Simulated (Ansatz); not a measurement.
We consider GeSb₂Te₄ (R3m, No. 160, 7 atoms in the cell; start mp-1224350), described by PBE-D3(BJ) (PAW; Ansatz, a first-principles code).

Run with plane-wave cutoff 520 eV, 10×10×10 k mesh, Fermi–Dirac smearing 0.01 eV, scalar-relativistic PAW data made under PBE.

Cell (relaxed at this level):

```cif
data_Ge3Sb6Te12
_chemical_formula_sum 'Ge3 Sb6 Te12'
_space_group_name_H-M_alt 'R3m :H'
_space_group_IT_number 160
_space_group_name_Hall 'R 3 -2"'
_cell_length_a 4.25590
_cell_length_b 4.25590
_cell_length_c 40.89632
_cell_angle_alpha 90.000
_cell_angle_beta 90.000
_cell_angle_gamma 120.000
loop_
_atom_site_label
_atom_site_type_symbol
_atom_site_symmetry_multiplicity
_atom_site_Wyckoff_symbol
_atom_site_fract_x
_atom_site_fract_y
_atom_site_fract_z
_atom_site_occupancy
Ge1 Ge 3 a 0.00000 0.00000 0.56869 1
Sb1 Sb 3 a 0.00000 0.00000 0.42811 1
Sb2 Sb 3 a 0.00000 0.00000 0.99838 1
Te1 Te 3 a 0.00000 0.00000 0.86687 1
Te2 Te 3 a 0.00000 0.00000 0.13644 1
Te3 Te 3 a 0.00000 0.00000 0.71217 1
Te4 Te 3 a 0.00000 0.00000 0.28928 1
```
(The calculation used a cell of 7 atoms; values per cell refer to that cell.)

Task: Predict the band gap, smallest direct gap on the k points sampled and Γ–Γ gap.

Result: 
- band gap = 0.25 eV
- smallest direct gap on the k points sampled = 0.30 eV
- Γ–Γ gap = 0.57 eV

Note: a distance lies near a switch of the dispersion term, which can move the cell.

Spin–orbit coupling is not included; it can close the smallest gap of 0.25 eV.

Static lattice: no zero-point or thermal effects.

Computing time: roughly 4 core-minutes.

A start named mp-… is a Materials Project structure, which need not be a measured phase.
